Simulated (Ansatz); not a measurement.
KF: biaxial strain −1.25 %, plane normal [111], relaxed out of plane

Base system: KF in the rock salt structure (space group Fm-3m, No. 225; a = 5.3068 Å). Axes: x, y, z lie along the cube axes.

Perturbation: compressive biaxial strain of 1.25 % in the plane normal to [111], as in epitaxy on a mismatched substrate; the out-of-plane cell vector and the atoms relax.

Method: PBEsol/PAW in Ansatz (a quantum-chemistry and plane-wave program), scalar-relativistic without spin-orbit coupling. Γ-centred 11×11×11 mesh, Fermi–Dirac width 0.05 eV.

```csv
quantity,base,changed,shift
volume per atom,18.68 Å³,18.42 Å³,-0.26 Å³
space group,Fm-3m (No. 225),R-3m (No. 166),–
shortest interatomic distance,2.653 Å,2.642 Å,-0.0119 Å
energy relative to the base (free energy F),0 meV/atom,+1.0 meV/atom,+1.0 meV/atom
"pressure (mean of the normal stresses, compression positive)",-0.1 kbar,4.5 kbar,+4.6 kbar
band gap,6.15 eV,6.21 eV,+0.06 eV
gap character,direct at Γ,direct at Γ,–
electron mass,0.54 mₑ (at Γ),0.53 mₑ (at Γ),–
"valence-band top at Γ (three highest levels, from the VBM)","0.00, 0.00, 0.00 eV","0.00, 0.00, -0.02 eV",–
out-of-plane strain,–,+1.14 %,–
ratio −ε⊥/ε∥,–,0.91,–
```

Final structure (turned so that z lies along the plane normal):

```yaml
crystal:
  lattice:
    - [3.70555, 0.00000, 0.00000]
    - [1.85277, 3.20910, 0.00000]
    - [1.85277, -1.06970, 3.09877]
  atoms:
    - { symbol: K, position: [0.00000, 0.00000, 0.00000] }
    - { symbol: F, position: [0.00000, 0.50000, 0.50000] }
```

Masses are band curvatures over ±0.01 Å⁻¹ around the edge. Whether these cells are dynamically stable was not tested. Labels are those of the standard path for the cell's own space group.
